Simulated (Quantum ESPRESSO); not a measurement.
Dielectric-response calculation of HfO2 (P4_2/nmc, 6 atoms in the cell) at several settings

```
HfO2
1.0
    3.60677     0.00000     0.00000
    0.00000     3.60677     0.00000
    0.00000     0.00000     5.24271
Hf O
2 4
Direct
  0.50000   0.50000   0.50000
  0.00000   0.00000   0.00000
  0.00000   0.50000   0.69721
  0.00000   0.50000   0.19721
  0.50000   0.00000   0.80279
  0.50000   0.00000   0.30279
```

Base: LDA (PZ), GBRV 1.5 ultrasoft (LDA) pseudopotentials (Quantum ESPRESSO 7.5). Its settings: ecutwfc = 40 Ry; ecutrho = 320 Ry; occupations = fixed; potentials = {Hf: hf_lda_v1.uspp.F.UPF, O: o_lda_v1.2.uspp.F.UPF}; K_POINTS = automatic 9 9 6 0 0 0; nbnd = 28; conv_thr = 1e-09 Ry; mixing_beta = 0.3. Starting volume 11.37 Å³ per atom.

Each line gives the change from the base single point and the result:

- K_POINTS: automatic 9 9 6 0 0 0 → automatic 7 7 5 0 0 0; ph.x.tr2_ph: default → 1e-14; ph.x.trans: default → false; ph.x.epsil: default → true; ph.x.zeu: default → true: pressure -15.97 GPa; largest force (vector length) 0.184 eV/Å; ε∞ at this k-point mesh, which may be far from converged in small-gap cells (xx, yy, zz) 5.28, 5.28, 4.76; Born charges at this mesh (mean of the diagonal, e) Hf 5.27, Hf 5.27, O -2.63, O -2.63, O -2.63, O -2.63.
- K_POINTS: automatic 9 9 6 0 0 0 → automatic 6 6 4 0 0 0; ph.x.tr2_ph: default → 1e-14; ph.x.trans: default → false; ph.x.epsil: default → true; ph.x.zeu: default → true: pressure -15.97 GPa; largest force (vector length) 0.184 eV/Å; ε∞ at this k-point mesh, which may be far from converged in small-gap cells (xx, yy, zz) 5.28, 5.28, 4.76; Born charges at this mesh (mean of the diagonal, e) Hf 5.27, Hf 5.27, O -2.63, O -2.63, O -2.63, O -2.63.
- ph.x.tr2_ph: default → 1e-14; ph.x.trans: default → false; ph.x.epsil: default → true; ph.x.zeu: default → true: ε∞ at this k-point mesh, which may be far from converged in small-gap cells (xx, yy, zz) 5.28, 5.28, 4.76; Born charges at this mesh (mean of the diagonal, e) Hf 5.27, Hf 5.27, O -2.63, O -2.63, O -2.63, O -2.63.

The starting cell comes from a database of computed structures (which also holds hypothetical and non-ambient phases and stackings), without a prior relaxation at this level. Its lattice was rescaled by a random factor within 2.5 % of one. In the base run, with a pressure of about -16 GPa the cell is away from its equilibrium volume at this level.

Frequencies and response belong to this unrelaxed cell, and polar modes hold no LO-TO splitting.
